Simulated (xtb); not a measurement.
xtb 6.7.1, GFN2-xTB: Ti(Cl)(OSiH3)3 ([SiH3][O][Ti]([Cl])([O][SiH3])[O][SiH3]), 17 atoms. The geometry is a generated start, not checked to be a minimum at this level.

```yaml
run_flags: --grad
method: GFN2-xTB
"--acc": 1 (default)
"--etemp (K)": 300 (default)
basis_functions: 71
valence_electrons: 50
```

```xyz
17

Ti     0.6118     1.2719    -0.2576
Cl     1.5463     3.1073    -0.8475
O     -1.0944     1.4043    -0.4407
Si    -2.5572     0.7343    -0.5325
H     -3.1142     1.1187    -1.8427
H     -3.3605     1.2753     0.5758
H     -2.4374    -0.7380    -0.4104
O      0.9996     0.9099     1.3827
Si     0.9835    -0.2093     2.5413
H     -0.0277     0.1995     3.5337
H      2.3352    -0.2290     3.1266
H      0.6399    -1.5171     1.9366
O      1.2008     0.0148    -1.2758
Si     1.0886    -1.5166    -1.7656
H      2.0306    -2.3163    -0.9598
H      1.4519    -1.5126    -3.1902
H     -0.2969    -1.9972    -1.5741
```

Charge 0 and multiplicity 1 are set for this test and not shown to be the ground state.

One run each on 1 thread. Values of broydamp tried: 0.02, 0.05, 0.1, 0.2, 0.4 (default), 0.6, 0.8, 1.

Question: How does the count of SCC iterations change with broydamp, and where is it least?

Answer: Fewest SCC iterations, within one of each other: 0.4 (default) with 14, 0.6 with 15, 0.8 with 15. The count rises to 24 at 0.02. All converge to one solution.

| broydamp | SCC iterations | end |
|---|---|---|
| 0.02 | 24 | same solution |
| 0.05 | 22 | same solution |
| 0.1 | 19 | same solution |
| 0.2 | 17 | same solution |
| 0.4 (default) | 14 | same solution |
| 0.6 | 15 | same solution |
| 0.8 | 15 | same solution |
| 1 | 17 | same solution |
